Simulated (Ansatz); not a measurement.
Base system: AlN in the wurtzite structure (space group P6_3mc, No. 186; a = 3.089 Å, c = 4.943 Å). Axes: x lies along a and z along c of the hexagonal cell.

Computed with plane-wave PAW DFT at the LDA level (Ansatz, a program for electronic structure, 420 eV), no spin-orbit coupling.

Strains are applied to the cell and any free atomic positions relax.

One change was made to it. Results:

| quantity | base | after |
|---|---|---|
| valence-band top at Γ (three highest levels, from the VBM) | 0.00, -0.23, -0.23 eV | 0.00, -0.27, -0.31 eV |
| energy relative to the base (free energy F) | 0 meV/atom | +4.1 meV/atom |
| band gap | 4.42 eV | 4.36 eV |

Q: Which change produced these results?
(A) tensor shear ε_xz = +1.00 %
(B) tensor shear ε_xz = +0.67 %
(C) tensor shear ε_xz = +1.67 %
(D) tensor shear ε_xz = +2.00 %

A: C, tensor shear ε_xz = +1.67 %. For comparison, the valence-band top at Γ in the other runs: tensor shear ε_xz = +1.00 % gives 0.00, -0.25, -0.26 eV; tensor shear ε_xz = +0.67 % gives 0.00, -0.24, -0.24 eV; tensor shear ε_xz = +2.00 % gives 0.00, -0.29, -0.34 eV.

Stability against distortions was not tested.
